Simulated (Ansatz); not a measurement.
YScO₃ (Pnma, No. 62, 20 atoms in the cell; start mp-755165)

The numbers are results of PBEsol+SOC (Ansatz, a program for electronic structure, plane waves, PAW), not measurements.

Settings: plane-wave cutoff 520 eV, 6×4×6 k mesh (along the axes of the cell as run), Fermi–Dirac smearing 0.01 eV, PAW data made under PBE.

Cell (relaxed with PBEsol):

```yaml
crystal:
  lattice:
    - [5.68330, 0.00000, 0.00000]
    - [0.00000, 7.86897, 0.00000]
    - [0.00000, 0.00000, 5.39014]
  atoms:
    - { symbol: Y, position: [0.93643, 0.75000, 0.97956] }
    - { symbol: Y, position: [0.06357, 0.25000, 0.02044] }
    - { symbol: Y, position: [0.56357, 0.25000, 0.47956] }
    - { symbol: Y, position: [0.43643, 0.75000, 0.52044] }
    - { symbol: Sc, position: [0.00000, 0.00000, 0.50000] }
    - { symbol: Sc, position: [0.50000, 0.00000, 0.00000] }
    - { symbol: Sc, position: [0.50000, 0.50000, 0.00000] }
    - { symbol: Sc, position: [0.00000, 0.50000, 0.50000] }
    - { symbol: O, position: [0.94300, 0.25000, 0.63022] }
    - { symbol: O, position: [0.05700, 0.75000, 0.36978] }
    - { symbol: O, position: [0.55700, 0.75000, 0.13022] }
    - { symbol: O, position: [0.44300, 0.25000, 0.86978] }
    - { symbol: O, position: [0.80575, 0.43166, 0.19142] }
    - { symbol: O, position: [0.19425, 0.56834, 0.80858] }
    - { symbol: O, position: [0.69425, 0.56834, 0.69142] }
    - { symbol: O, position: [0.30575, 0.43166, 0.30858] }
    - { symbol: O, position: [0.30575, 0.06834, 0.30858] }
    - { symbol: O, position: [0.69425, 0.93166, 0.69142] }
    - { symbol: O, position: [0.19425, 0.93166, 0.80858] }
    - { symbol: O, position: [0.80575, 0.06834, 0.19142] }
```

For YScO₃ (Pnma, No. 62, 20 atoms in the cell; start mp-755165), the band gap is 4.51 eV (on the SCF k mesh).

Computed values are for the static lattice.

A start named mp-… is a Materials Project structure, which need not be a measured phase.
